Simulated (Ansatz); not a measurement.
## cubic ZrO2 (1 1 0) on diamond (1 1 0) (film strained to the substrate, started from cuts of the bulks and a machine-learned relaxation)

A periodic stack without vacuum, cubic ZrO2 (1 1 0) on diamond (1 1 0) (film strained to the substrate, started from cuts of the bulks and a machine-learned relaxation): substrate slab C48, film O16Zr8, surface cells [[0, 2], [-1, 0]] and [[1, 0], [0, 1]], film strained by -1.3 and -1.3 %, outermost planes C/C and OZr/OZr as cut, which need not be the usual terminations and can put a slab off its formula.

The start was prepared with a machine-learned potential, and the result is one local minimum, with the in-plane cell held and forces under 0.04 eV/Å; the film can end far from its bulk form.

Calculation: PBE (plane waves to 420 eV, PAW; Ansatz, a program for electronic structure). Spin–orbit coupling is left out; PBE gaps are too small against experiment. Its k-point mesh 5×7×1, Fermi–Dirac width 0.05 eV.

| Quantity | Result |
|---|---|
| interface area | 18.0 Å² |
| period | 31.65 Å |
| gaps between the outermost planes at the two interfaces | 2.27 and 2.28 Å |
| C–Zr contacts across the interfaces within 1.22 times the sum of covalent radii | 2, mean 2.60 Å |
| spin-polarised check at this geometry | falls back to no moment |

```
ZrC6O2
1.0
    5.05038    -0.00169     0.07677
   -0.00142     3.56721     0.17788
    1.11679     3.08269    31.86498
C O Zr
48 16 8
Direct
  0.15662   0.67840   0.07900
  0.65652   0.67438   0.07896
  0.40626   0.44413   0.07881
  0.90685   0.44438   0.07878
  0.41753   0.19488   0.04615
  0.91620   0.19459   0.04611
  0.66765   0.00605   0.04481
  0.16813   0.00229   0.04245
  0.63094   0.57712   0.15960
  0.13093   0.57730   0.15954
  0.88095   0.32800   0.15953
  0.38094   0.32803   0.15953
  0.89359   0.12788   0.11984
  0.39352   0.12768   0.11987
  0.14361   0.87973   0.11964
  0.64357   0.87950   0.11985
  0.10553   0.47308   0.23939
  0.60552   0.47305   0.23942
  0.35552   0.22315   0.23940
  0.85553   0.22315   0.23940
  0.36824   0.02502   0.19951
  0.86822   0.02502   0.19951
  0.61822   0.77520   0.19954
  0.11823   0.77523   0.19949
  0.58009   0.36873   0.31923
  0.08010   0.36876   0.31918
  0.83010   0.11893   0.31921
  0.33009   0.11894   0.31921
  0.84280   0.92082   0.27932
  0.34281   0.92081   0.27932
  0.09281   0.67091   0.27930
  0.59280   0.67088   0.27933
  0.05472   0.26445   0.39886
  0.55466   0.26420   0.39907
  0.30476   0.01629   0.39885
  0.80469   0.01605   0.39888
  0.31736   0.81590   0.35920
  0.81736   0.81593   0.35919
  0.56738   0.56664   0.35918
  0.06736   0.56680   0.35912
  0.53002   0.14178   0.47629
  0.03056   0.13789   0.47394
  0.78210   0.94921   0.47261
  0.28062   0.94884   0.47254
  0.79138   0.69934   0.43995
  0.29200   0.69953   0.43992
  0.04172   0.46937   0.43975
  0.54166   0.46528   0.43970
  0.20801   0.02301   0.60689
  0.26407   0.59756   0.54802
  0.74678   0.59412   0.55081
  0.71383   0.01823   0.61105
  0.28308   0.86377   0.72876
  0.37253   0.43773   0.67212
  0.86943   0.44293   0.66835
  0.78739   0.86145   0.73041
  0.32886   0.70965   0.84657
  0.41874   0.28362   0.78996
  0.91453   0.28592   0.78825
  0.83205   0.70433   0.85028
  0.43515   0.54921   0.97042
  0.49161   0.12416   0.91166
  0.98606   0.12898   0.90764
  0.95235   0.55249   0.96795
  0.98666   0.53008   0.60062
  0.49102   0.08642   0.55834
  0.07699   0.37114   0.72320
  0.57601   0.93136   0.67701
  0.12539   0.21609   0.84174
  0.62459   0.77623   0.79548
  0.20885   0.06075   0.96035
  0.71308   0.61677   0.91803
```
